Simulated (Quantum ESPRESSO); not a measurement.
Quantum ESPRESSO run on Na3BrO (P4mm, 5 atoms in the cell): self-consistent single point.

Method: PBEsol, GBRV 1.5 ultrasoft (PBESOL) pseudopotentials (plane waves; Quantum ESPRESSO).

The change in words: lattice scaled by 0.98; K_POINTS: automatic 3 3 3 0 0 0 → automatic 11 11 11 0 0 0. Reference geometry:
```yaml
crystal:
  lattice:
    - [4.51046, 0.00000, 0.00000]
    - [0.00000, 4.51046, 0.00000]
    - [0.00000, 0.00000, 4.51046]
  atoms:
    - { symbol: Na, position: [0.01108, 0.50000, 0.50000] }
    - { symbol: Na, position: [0.50000, 0.00000, 0.50000] }
    - { symbol: Na, position: [0.50000, 0.50000, 0.00000] }
    - { symbol: Br, position: [0.00000, 0.00000, 0.00000] }
    - { symbol: O, position: [0.50000, 0.50000, 0.50000] }
```

Reference input (self-consistent single point, DFT, PBEsol, plane waves, GBRV 1.5 ultrasoft (PBESOL) pseudopotentials): ecutwfc = 40 Ry; ecutrho = 200 Ry; occupations = smearing; smearing = fermi-dirac; degauss = 0.00147 Ry; K_POINTS = automatic 3 3 3 0 0 0; conv_thr = 1e-09 Ry. This run's input differs from it in these lines:

```diff
@@ -25,5 +25,5 @@
 CELL_PARAMETERS {angstrom}
-   4.51046400     0.00000000     0.00000000
-   0.00000000     4.51046400     0.00000000
-   0.00000000     0.00000000     4.51046400
+   4.42025500     0.00000000     0.00000000
+   0.00000000     4.42025500     0.00000000
+   0.00000000     0.00000000     4.42025500
 ATOMIC_POSITIONS {crystal}
@@ -35,3 +35,3 @@
 K_POINTS {automatic}
-3 3 3  0 0 0
+11 11 11  0 0 0
```

The program printed (abridged):

```
     Self-consistent Calculation

     iteration #  1     ecut=    40.00 Ry     beta= 0.70

     total energy              =    -358.00692639 Ry
     estimated scf accuracy    <       1.14205530 Ry

     iteration #  2     ecut=    40.00 Ry     beta= 0.70

     total energy              =    -357.53961997 Ry
     estimated scf accuracy    <       5.24502445 Ry

     iteration #  3     ecut=    40.00 Ry     beta= 0.70

     total energy              =    -358.60603792 Ry
     estimated scf accuracy    <       0.11087962 Ry

   [... 11 blocks of this kind left out ...]

     iteration # 15     ecut=    40.00 Ry     beta= 0.70

     total energy              =    -358.58574753 Ry
     estimated scf accuracy    <          1.3E-09 Ry

     iteration # 16     ecut=    40.00 Ry     beta= 0.70
     End of self-consistent calculation

     Number of k-points >= 100: set verbosity='high' to print the bands.

     the Fermi energy is     5.0383 ev

!    total energy              =    -358.58574753 Ry
     estimated scf accuracy    <          2.1E-10 Ry
     smearing contrib. (-TS)   =       0.00000000 Ry
     internal energy E=F+TS    =    -358.58574753 Ry

     convergence has been achieved in  16 iterations

     Forces acting on atoms (cartesian axes, Ry/au):

     atom    1 type  1   force =    -0.01590742    0.00000000    0.00000000
     atom    2 type  1   force =     0.00208738    0.00000000    0.00000000
     atom    3 type  1   force =     0.00208738    0.00000000    0.00000000
     atom    4 type  2   force =     0.00041930    0.00000000    0.00000000
     atom    5 type  3   force =     0.01131336    0.00000000    0.00000000

     Total force =     0.019747     Total SCF correction =     0.000001

          total   stress  (Ry/bohr**3)                   (kbar)     P=       38.06
   0.00026545   0.00000000   0.00000000           39.05        0.00        0.00
   0.00000000   0.00025537   0.00000000            0.00       37.57        0.00
   0.00000000   0.00000000   0.00025537            0.00        0.00       37.57

   JOB DONE.
```

The run converged in 16 iterations. Against the reference run the free energy rises by 14.7 meV/atom, the pressure goes from 1.15 to 3.81 GPa, the largest force goes from 0.334 to 0.409 eV/Å and the gap on the mesh goes from 1.996 to 2.185 eV. The full log also holds: “c_bands:  2 eigenvalues not converged”. The full log also holds: “c_bands:  1 eigenvalues not converged”.

The starting cell comes from a database of computed structures (which also holds hypothetical and non-ambient phases and stackings), without a prior relaxation at this level. Its lattice was rescaled by up to half a per cent. One atom was moved a little off its site on purpose. For this run, on top of that: lattice scaled by 0.98. With a pressure of about 4 GPa the cell is away from its equilibrium volume at this level.

Cost on one core of a shared machine: roughly 2 min.
